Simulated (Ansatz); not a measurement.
# Relaxation of the atoms of Ir₂C (P-3m1, 3 atoms in the cell) at several settings

```
CELL_PARAMETERS angstrom
      2.94887     0.00000     0.00000
     -1.47443     2.55380     0.00000
      0.00000     0.00000     4.75714
ATOMIC_POSITIONS crystal
  C  0.00000 0.00000 0.00000
  Ir 0.33333 0.66667 0.25200
  Ir 0.66667 0.33333 0.74800
```

Base: PBE (Ansatz, a quantum-chemistry and plane-wave program). Its settings: basis.ecutwfc = 30.9 Ry; kpoints.mp_grid.grid = 9 9 5; hamiltonian.xc = pbe; hamiltonian.pseudopotentials = {kind: paw} (the program's default PAW files); scf.occupations.method = cold; scf.occupations.width = 0.0073 Ry. Starting volume 11.94 Å³ per atom.

Each line gives the change from the base single point and the result:

- atoms moved at random; relax: default → atoms; relax.f_tol: default → 0.03 eV/Å: pressure 4.85 GPa; largest force (vector length) 0.010 eV/Å; relaxation steps 8; free energy against the base single point -20.6 meV/atom.
- atoms moved at random; scf.convergence.dr2_threshold: default (1e-07 eV) → 0.001 eV; relax: default → atoms; relax.f_tol: default → 0.03 eV/Å: pressure 4.86 GPa; largest force (vector length) 0.009 eV/Å; relaxation steps 5; free energy against the base single point -20.6 meV/atom.
- atoms moved at random; relax: default → atoms; relax.f_tol: default → 0.1 eV/Å: pressure 4.99 GPa; largest force (vector length) 0.054 eV/Å; relaxation steps 5; free energy against the base single point -20.5 meV/atom.

The starting cell was generated: these elements placed on a structure prototype, without a prior relaxation; it need not be a known phase or ordering of this composition. Spin polarisation is off. In the base run, forces exceed 1 eV/Å. Ansatz's pressure includes its estimate of the finite-basis (Pulay) stress.

Keys are those of Ansatz 0.2.
